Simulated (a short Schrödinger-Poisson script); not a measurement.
# Symmetric double-gate stack, SiO2 on p-type Ge(111)

Stack: symmetric double-gate stack, SiO2 on p-type Ge(111), at 300 K.

```csv
layer,material,thickness (nm),Na (cm⁻³)
1,SiO2,3.7,-
2,Ge,4,1e16
3,SiO2,3.7,-
```

Constants are typed, rounded textbook-type inputs, not results; the design itself was drawn at random and stands for no fabricated device. SiO2: permittivity 3.9, conduction-band edge (eV) 3.1, gap (eV) 9, electron mass (mₑ) 0.5. Ge: permittivity 16, conduction-band edge (eV) 0, gap (eV) 0.664, Nv at 300 K (cm⁻³) 6e18.

Channel valleys (confinement mass, in-plane density-of-states mass, number): L1 1.59, 0.08, 1; L3 0.09, 0.34, 3. At the gates, both at one voltage, the conduction-band edge of layer 1 lies 3.05 eV − eVg above the Fermi level of the channel. Gaps are held at their typed values at every temperature. Mesh 0.03 nm at interfaces.

Solved with a short Schrödinger-Poisson script written for these runs: 1D Poisson equation in equilibrium, electrons quantum, Hartree (BenDaniel-Duke, 12 states a valley, the channel's in-plane mass for all, wave functions free to enter the dielectric), parabolic valleys, classical holes, full ionisation, no traps, pinning or gate leakage.

| Vg (V) | electrons (cm⁻²) | C (μF/cm²) | L1 E0 (meV) | L1 E1 (meV) | L3 E0 (meV) | L3 E1 (meV) |
|---|---|---|---|---|---|---|
| -0.3 | 4.20e7 | < 0.003 | 264.4 | 306.7 | 381.4 | 813.1 |
| -0.15 | 1.32e10 | 0.0793 | 115.7 | 157.9 | 232.6 | 664.3 |
| 0 | 5.50e11 | 1.10 | 15.0 | 56.5 | 131.6 | 562.2 |
| 0.15 | 1.77e12 | 1.43 | -23.2 | 16.8 | 92.5 | 521.0 |
| 0.3 | 3.17e12 | 1.54 | -45.3 | -6.8 | 69.6 | 495.8 |
| 0.45 | 4.64e12 | 1.60 | -60.6 | -23.7 | 53.4 | 477.2 |
| 0.6 | 6.16e12 | 1.64 | -72.2 | -36.9 | 41.0 | 462.4 |
| 0.75 | 7.70e12 | 1.66 | -81.5 | -47.8 | 31.0 | 450.0 |
| 0.9 | 9.27e12 | 1.68 | -89.2 | -57.0 | 22.6 | 439.2 |
| 1.05 | 1.08e13 | 1.69 | -95.8 | -65.1 | 15.4 | 429.5 |
| 1.2 | 1.24e13 | 1.70 | -101.6 | -72.4 | 9.0 | 420.7 |
| 1.35 | 1.40e13 | 1.71 | -106.8 | -79.1 | 3.2 | 412.6 |
| 1.5 | 1.56e13 | 1.71 | -111.6 | -85.4 | -2.1 | 404.9 |
| 1.65 | 1.72e13 | 1.72 | -116.1 | -91.3 | -7.0 | 397.7 |
| 1.8 | 1.88e13 | 1.72 | -120.4 | -96.9 | -11.6 | 390.7 |
| 1.95 | 2.05e13 | 1.72 | -124.5 | -102.3 | -15.9 | 384.0 |
| 2.1 | 2.21e13 | 1.73 | -128.4 | -107.5 | -20.1 | 377.5 |
| 2.25 | 2.37e13 | 1.73 | -132.3 | -112.6 | -24.1 | 371.3 |

Gate voltages with under 1e6 electrons/cm² are left out.

Subbands count from the Fermi level. The capacitance is that of both gates.

Only the L valleys are kept; under strong confinement the Δ valleys of Ge fill too.
